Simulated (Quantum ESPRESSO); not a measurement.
Input and output of a self-consistent single point for RbH (Fm-3m, 2 atoms in the cell) (Quantum ESPRESSO).

Computed with LDA (PZ), GBRV 1.5 ultrasoft (LDA) pseudopotentials (plane waves; Quantum ESPRESSO).

```yaml
crystal:
  lattice:
    - [0.00000, 2.98906, 2.98906]
    - [2.98906, 0.00000, 2.98906]
    - [2.98906, 2.98906, 0.00000]
  atoms:
    - { symbol: Rb, position: [0.50000, 0.50000, 0.50000] }
    - { symbol: H, position: [0.00000, 0.00000, 0.00000] }
```

Reference input (self-consistent single point, DFT, LDA (PZ), plane waves, GBRV 1.5 ultrasoft (LDA) pseudopotentials): ecutwfc = 40 Ry; ecutrho = 200 Ry; occupations = fixed; potentials = {Rb: rb_lda_v1.uspp.F.UPF, H: h_lda_v1.4.uspp.F.UPF}; K_POINTS = automatic 7 7 7 0 0 0; nbnd = 11; conv_thr = 1e-11 Ry; mixing_beta = 0.4. This run's input differs from it in these lines:

```diff
@@ -28,3 +28,3 @@
 K_POINTS automatic
-7 7 7  0 0 0
+9 9 9  0 0 0
 CELL_PARAMETERS angstrom
```

Log, with long lists cut:

```
     Self-consistent Calculation

     iteration #  1     ecut=    40.00 Ry     beta= 0.40

---- Real-time Memory Report at c_bands before calling an iterative solver
            94 MiB given to the printing process from OS
            26 MiB allocation reported by mallinfo(arena+hblkhd)
------------------

     negative rho (up, down):  6.437E-02 0.000E+00

     total energy              =     -54.42021287 Ry
     estimated scf accuracy    <       0.30843207 Ry

     iteration #  2     ecut=    40.00 Ry     beta= 0.40

---- Real-time Memory Report at c_bands before calling an iterative solver
   [... lines left out ...]
           113 MiB given to the printing process from OS
            36 MiB allocation reported by mallinfo(arena+hblkhd)
------------------

     negative rho (up, down):  6.414E-02 0.000E+00

     total energy              =     -54.44039798 Ry
     estimated scf accuracy    <          5.7E-11 Ry

     iteration # 11     ecut=    40.00 Ry     beta= 0.40

---- Real-time Memory Report at c_bands before calling an iterative solver
           113 MiB given to the printing process from OS
            36 MiB allocation reported by mallinfo(arena+hblkhd)
------------------

     negative rho (up, down):  6.414E-02 0.000E+00
     End of self-consistent calculation

     highest occupied, lowest unoccupied level (ev):     2.1437    4.8657

!    total energy              =     -54.44039798 Ry
     estimated scf accuracy    <          5.1E-12 Ry

     convergence has been achieved in  11 iterations

     negative rho (up, down):  6.414E-02 0.000E+00

     Forces acting on atoms (cartesian axes, Ry/au):

     atom    1 type  1   force =     0.00000000    0.00000000   -0.00000000
     atom    2 type  2   force =     0.00000000    0.00000000    0.00000000

     Total force =     0.000000     Total SCF correction =     0.000000

     negative rho (up, down):  6.414E-02 0.000E+00
          total   stress  (Ry/bohr**3)                   (kbar)     P=      -12.18
  -0.00008282   0.00000000   0.00000000          -12.18        0.00        0.00
   0.00000000  -0.00008282   0.00000000            0.00      -12.18        0.00
   0.00000000   0.00000000  -0.00008282            0.00        0.00      -12.18

   JOB DONE.
```

The run converged in 11 iterations. Against the reference run the free energy hardly moves (within 1 meV/atom), the pressure stays at -1.22 GPa and the gap on the mesh goes from 2.843 to 2.722 eV.

The starting cell comes from a database of computed structures (which also holds hypothetical and non-ambient phases and stackings), without a prior relaxation at this level. Its lattice was rescaled by up to half a per cent. Another mesh or the band path of this cell gives a smaller gap, so this value is not converged in the mesh.
